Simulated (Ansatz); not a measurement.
CaC6 (R-3m, No. 166, 7 atoms in the cell) was calculated with PBE (PAW; Ansatz, a quantum-chemistry and plane-wave program).

Settings: plane-wave cutoff 520 eV, 16×16×16 k mesh, Fermi–Dirac smearing 0.05 eV, scalar-relativistic PAW data made under PBE.

Cell (relaxed at this level):

```xyz
7
Lattice="4.6806 -2.1713 -0.0066 4.6806 2.1713 -0.0066 3.6784 0.0000 3.6183" Properties=species:S:1:pos:R:3 pbc="T T T"
Ca     0.0000     0.0000     0.0000
C      6.5198     1.4473     1.8025
C      6.1858    -0.7237     3.0106
C      6.8538    -0.7237     0.5944
C      6.5198    -1.4473     1.8025
C      6.8538     0.7237     0.5944
C      6.1858     0.7237     3.0106
```

What does this level give for the bulk modulus?


- bulk modulus: 99.1 GPa

The run finds no gap.

Note: the relaxation could not lower the start's symmetry, so the cell can be a saddle point above a distorted one; the bulk modulus comes from volumes at which shape and atoms were relaxed.

Static lattice: no zero-point or thermal effects.

Computing time: around 22 core-minutes (rough).
